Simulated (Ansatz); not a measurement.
An Ansatz (a first-principles code) run: Al2Cu; Kohn–Sham DFT with the PBE functional, run in Ansatz with PAW and 420 eV plane waves, no spin-orbit coupling.

Input:

Ansatz 0.2 input:
```yaml
crystal:
  lattice:
    - [-3.0297921513, 3.0297921513, 2.437255907]
    - [3.0297921513, -3.0297921513, 2.437255907]
    - [3.0297921513, 3.0297921513, -2.437255907]
  atoms:
    - { symbol: Al, position: [0.6582754095, 0.1582754095, 0.816550819] }
    - { symbol: Al, position: [0.8417245905, 0.6582754095, 0.5] }
    - { symbol: Al, position: [0.1582754095, 0.3417245905, 0.5] }
    - { symbol: Al, position: [0.3417245905, 0.8417245905, 0.183449181] }
    - { symbol: Cu, position: [0.25, 0.25, 0] }
    - { symbol: Cu, position: [0.75, 0.75, 0] }
basis: { ecutwfc: 420, ecutrho_ratio: 4, xc_grid: 2, fft_grid_basis: typed }
kpoints: { mp_grid: { grid: [12, 12, 12] } }
hamiltonian:
  xc: pbe
  dispersion: none
  pseudopotentials: { kind: paw }
scf: { occupations: { method: fermi_dirac, width: 0.05 }, convergence: { dr2_threshold: 0.0000000006 } }
output: { forces: true, stress: true }
```

Output (explanatory and most iteration lines left out):

```
Pseudopotential: Al, paw, valence charge 3
Pseudopotential: Cu, paw, valence charge 19
Crystal: 6 atoms, lattice volume = 89.493 Å³
Basis set: ecut = 420 eV, 1713 PW (Γ), exchange–correlation on 72×72×72 points (8 copies of the dense FFT grid, shifted against one another)
Bands: 31, of which v1, the nominal top of the filled ones, is band 25 counted from 1 (24 counted from 0)
Symmetry: 16 space group operations
Space group: I4/mcm (ITA 140), of the structure as read, at distance tolerance 4.5e-5 Å
k-points: 163 of 1728
Functional: x = pbe(κ = 0.804, μ = 0.2195149727645171), c = pbe(β = 0.06672455060314922)
SCF iter   1: F=—  HF=-15401.339484 eV  |F-HF|=—  |Δ(HF+E_count)|=         —  Δρ=5.02e-3  dr2=1.86e-2  ethr=1.77e-3  ⟨swp⟩=8.0  Hψ=25435  notcnv=0  defer=12
SCF iter   2: F=—  HF=-15401.338397 eV  |F-HF|=—  |Δ(HF+E_count)|=   1.09e-3  Δρ=1.21e-3  dr2=1.27e-3  ethr=3.73e-5  ⟨swp⟩=2.0  Hψ=8850  notcnv=0  defer=78
SCF 1 converged in 8 iterations: F = -15401.337884 eV  dr2 = 4.58e-10
SCF converged after 8 iterations
Free energy (F): -15401.337884 eV
Internal energy: -15401.321104 eV  (E = F + TS)
E sigma→0 (E₀):  -15401.329494 eV
Entropy (-TS):   -0.016780 eV (-2.797 meV/atom)
Fermi energy:    10.331789 eV
--- Forces (eV/Å), atoms counted from 1 ---
  atom   1  Al     0.00000954     0.00000954     0.00000000
  atom   2  Al     0.00000954    -0.00000954    -0.00000000
  atom   3  Al    -0.00000954     0.00000954    -0.00000000
  atom   4  Al    -0.00000954    -0.00000954     0.00000000
  atom   5  Cu     0.00000000    -0.00000000     0.00000000
  atom   6  Cu     0.00000000     0.00000000     0.00000000
--- Stress (GPa, compression-positive) ---
       -0.002390       0.000000       0.000000
        0.000000      -0.002390       0.000000
        0.000000       0.000000       0.001678
  P = ⅓ Tr σ = -0.0010 GPa (-0.010 kbar)
```

Whether these cells are dynamically stable was not tested. The final runs are not spin-polarised. The cell is Al2Cu (space group I4/mcm, No. 140).
